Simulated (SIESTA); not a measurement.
A relaxation of cell and atoms of Be (P6_3/mmc, 2 atoms in the cell) with SIESTA.

Method of the run: GGA PBE, numerical atomic orbitals DZP, PseudoDojo PBE standard norm-conserving potentials (rewritten from UPF to PSML) in SIESTA 5.4.2.

```yaml
crystal:
  lattice:
    - [2.23896, 0.00000, 0.00000]
    - [-1.11948, 1.93900, 0.00000]
    - [0.00000, 0.00000, 3.53335]
  atoms:
    - { symbol: Be, position: [0.33333, 0.66667, 0.75000] }
    - { symbol: Be, position: [0.66667, 0.33333, 0.25000] }
```

Reference input (self-consistent single point, DFT, GGA PBE, numerical atomic orbitals DZP, PseudoDojo PBE standard norm-conserving potentials (rewritten from UPF to PSML)): XC.functional = GGA; XC.authors = PBE; potentials = PseudoDojo PBE standard; PAO.BasisSize = DZP; PAO.EnergyShift = 0.005 Ry; MeshCutoff = 400 Ry; kgrid.MonkhorstPack = 13 13 8; OccupationFunction = FD; ElectronicTemperature = 50 meV; PAO.Polarization.NonPerturbative = true; MaxSCFIterations = 150; SCF.Mixer.Method = Pulay. This run's input differs from it in these lines:

```diff
@@ -41,2 +41,7 @@
 Diag.ParallelOverK           true
+MD.TypeOfRun                 Broyden
+MD.Steps                     40
+MD.MaxForceTol               0.02 eV/Ang
+MD.VariableCell              true
+MD.MaxStressTol              0.05 GPa
 WriteForces                  true
```

Output, abridged:

```
        iscf     Eharris(eV)        E_KS(eV)     FreeEng(eV)     dDmax    Ef(eV) dHmax(eV)
   scf:    1     -722.748209     -758.835207     -758.836210  0.787852-16.426611  0.318451
   scf:    2     -758.835365     -758.835286     -758.836294  0.000859-16.423794  0.285603
   scf:    3     -758.835853     -758.835575     -758.836640  0.005857-16.399543  0.000500
   scf:    4     -758.835578     -758.835577     -758.836641  0.000369-16.399883  0.000069
   scf:    5     -758.835577     -758.835577     -758.836641  0.000056-16.399938  0.000008
   scf:    6     -758.835577     -758.835577     -758.836641  0.000003-16.399944  0.000000
SCF Convergence by DM+H criterion
max |DM_out - DM_in|         :     0.0000032087
max |H_out - H_in|      (eV) :     0.0000000976
SCF cycle converged after 6 iterations

Using DM_out to compute the final energy and forces

siesta: E_KS(eV) =             -758.8356

siesta: E_KS - E_eggbox =      -758.8356

siesta: Atomic forces (eV/Ang):
     1   -0.000032    0.000019   -0.000000
     2    0.000032   -0.000019    0.000000
   Tot    0.000000    0.000000    0.000000
   Max    0.000032
   Res    0.000022    sqrt( Sum f_i^2 / 3N )
   Max    0.000032    constrained

Stress tensor Voigt[x,y,z,yz,xz,xy] (kbar):      -60.57      -59.57      -45.76       -0.00       -0.00        0.86
(Free)E + p*V (eV/cell)     -758.3072
Target enthalpy (eV/cell)     -758.8366

siesta: Stress tensor (static) (eV/Ang**3):
   [... lines left out ...]
siesta: Pressure (static):         55.29860714  kBar
siesta: Pressure (total):         55.29860714  kBar
No target stress found, assuming hydrostatic MD.TargetPressure.
Target stress (kBar)
outcell: Cell volume (Ang**3)        :     15.9461
        iscf     Eharris(eV)        E_KS(eV)     FreeEng(eV)     dDmax    Ef(eV) dHmax(eV)
siesta: Pressure (static):         -0.02710042  kBar
siesta: Pressure (total):         -0.02710042  kBar
outcell: Cell volume (Ang**3)        :     15.9461
siesta: FreeEng =      -758.847136
   [... lines left out ...]

mulliken: Atomic and Orbital Populations:

Species: Be
Atom  Qatom  Qorb
               1s      2s      2s      2py     2pz     2px
   1  4.000   2.017   0.273  -0.101   0.598   0.616   0.597
   2  4.000   2.017   0.273  -0.101   0.598   0.616   0.597

mulliken: Qtot =        8.000

Mulliken Atomic Populations:
Atom #   charge [q] valence [e]  Species
     1    -0.000000    4.000000  Be
     2     0.000000    4.000000  Be
 Total     0.000000
```

The run converged. 

Summary of the result:
- Free energy E − TS = -758.8471 eV
- Fermi level (on the code's own zero) = -15.81 eV
- Pressure = 0.00 GPa
- Final cell = a = 2.272 Å, b = 2.272 Å, c = 3.569 Å, α = 90.00°, β = 90.00°, γ = 120.03°
- Final volume per atom = 7.97 Å³
- Relaxation steps = 13

The starting cell comes from a database of computed structures (which also holds hypothetical and non-ambient phases and stackings), without a prior relaxation at this level. Its lattice was rescaled by a random factor within 2.5 % of one. Values carry the incompleteness of an atom-centred basis.

Cost on one core of a shared machine: roughly 4 min.
